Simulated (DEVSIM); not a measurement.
Structure: abrupt GaP n-p junction, at 300 K.

Layer 1 from the left is GaP, thickness (μm) 67.0, Nd (cm⁻³) 4.3e16, τn (s) 2.6e-6, τp (s) 2.6e-6. Layer 2 from the left is GaP, thickness (μm) 6.20, Na (cm⁻³) 8.1e15, τn (s) 2.6e-6, τp (s) 2.6e-6.

Left contact: ohmic. Right contact: ohmic. Voltage is applied to the left contact. Recombination: SRH at mid-gap, radiative. Mobility is μmin + (μ − μmin)/(1 + (N/Nref)^α).

Constants are typed, rounded textbook-type inputs, not results; the design itself was drawn at random and stands for no fabricated device. Values at 300 K.

GaP: gap (eV) 2.26, affinity (eV) 3.8, permittivity 11.1, Nc (cm⁻³) 1.8e19, Nv (cm⁻³) 1.9e19, μn (cm²/Vs) 250, μp (cm²/Vs) 150, μn,min 10, μp,min 10, Nref,n 4.4e18, Nref,p 1e18, αn 0.8, αp 0.85, B (cm³/s) 1e-13.

Simulated with DEVSIM: 1D drift-diffusion, Boltzmann statistics, complete ionisation; no tunnelling, impact ionisation, image-force lowering or self-heating.

Q: What does the simulation give for the dark forward voltage at 100 A/cm², the largest field in the device at zero bias, the dark forward voltage at 1 A/cm²?

A: dark forward voltage at 100 A/cm² 2.226 V; largest field in the device at zero bias 64000 V/cm; dark forward voltage at 1 A/cm² 1.797 V.
